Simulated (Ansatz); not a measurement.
**Carrier properties of C under load (space group Fd-3m)**

Data:

```
CELL_PARAMETERS angstrom
      0.00000     1.75043     1.75043
      1.75043     0.00000     1.75043
      1.75043     1.75043     0.00000
ATOMIC_POSITIONS crystal
  C  0.00000 0.00000 0.00000
  C  0.25000 0.25000 0.25000
```

All values below come from PBE, rigid bands (plane waves, PAW, scalar-relativistic; Ansatz, a program for electronic structure). Condition of this run: hydrostatic pressure of 22 GPa (compression positive) (the target of the relaxation). How the cell was made: cell and atoms relaxed with PBEsol, then loaded as said.

```json
{
 "band_gap": "4.26 eV",
 "electron conductivity mass (300 K, dilute)": "0.41 mₑ",
 "hole conductivity mass (300 K, dilute)": "0.50 mₑ",
 "effective density of states N_c (300 K)": "6.0e19 cm⁻³",
 "effective density of states N_v (300 K)": "4.0e19 cm⁻³",
 "density_of_states_mass_electrons": "1.78 mₑ",
 "density_of_states_mass_holes": "1.36 mₑ",
 "Seebeck coefficient, n-type 1e19 cm⁻³, 300 K": "-366 μV/K",
 "best n-type power factor at 300 K for τ = 10 fs (best axis; densities from 1e16 to 1e21 cm⁻³ tried, whether or not they can be reached)": "23 μW/(cm·K²) at 3e20 cm⁻³",
 "Seebeck coefficient, p-type 1e19 cm⁻³, 300 K": "334 μV/K",
 "best p-type power factor at 300 K for τ = 10 fs (best axis; densities from 1e16 to 1e21 cm⁻³ tried, whether or not they can be reached)": "13.0 μW/(cm·K²) at 1e20 cm⁻³"
}
```

Rigid bands; masses and Seebeck coefficients take one relaxation time τ for all states and one kind of carrier; polarons and phonon drag are left out. Spin-orbit coupling is left out. Geometry: cell and atoms relaxed with PBEsol.
